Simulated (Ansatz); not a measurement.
Band structure of BaAuO₃ (Pm-3m, 5 atoms in the cell).

```
BaAuO3
1.0
    4.21168     0.00000     0.00000
    0.00000     4.21168     0.00000
    0.00000     0.00000     4.21168
Ba Au O
1 1 3
Direct
  0.00000   0.00000   0.00000
  0.50000   0.50000   0.50000
  0.50000   0.50000   0.00000
  0.00000   0.50000   0.50000
  0.50000   0.00000   0.50000
```

Method of the run: LDA (PW92), PAW files made with PBE (plane waves; Ansatz, a quantum-chemistry and plane-wave program).

Settings: kpoints.mp_grid.grid = 8 8 8; hamiltonian.xc = lda; hamiltonian.pseudopotentials = {kind: paw} (the program's default PAW files); scf.occupations.method = fermi_dirac; scf.occupations.width = 0.1 eV; kpoints.band_path.npoints = 8.

The starting cell comes from a database of computed structures (which also holds hypothetical and non-ambient phases and stackings), without a prior relaxation at this level. Spin-orbit coupling is off.

Levels in eV from the Fermi level, bands 21 to 28:
```json
[
 {"point": "Γ", "21": "-1.26", "22": "-1.26", "23": "-0.82", "24": "-0.82", "25": "-0.82", "26": "3.48", "27": "4.74", "28": "4.74"},
 {"point": "X", "21": "-1.32", "22": "-1.32", "23": "-0.12", "24": "-0.12", "25": "0.28", "26": "6.34", "27": "6.60", "28": "7.23"},
 {"point": "M", "21": "-0.55", "22": "-0.40", "23": "-0.39", "24": "-0.39", "25": "3.52", "26": "6.69", "27": "7.31", "28": "8.70"},
 {"point": "R", "21": "0.08", "22": "0.08", "23": "0.08", "24": "3.52", "25": "3.52", "26": "5.73", "27": "5.73", "28": "5.73"}
]
```

Bands cross the Fermi level along this path, so the cell is metallic at this level.

Keys are those of Ansatz 0.2.
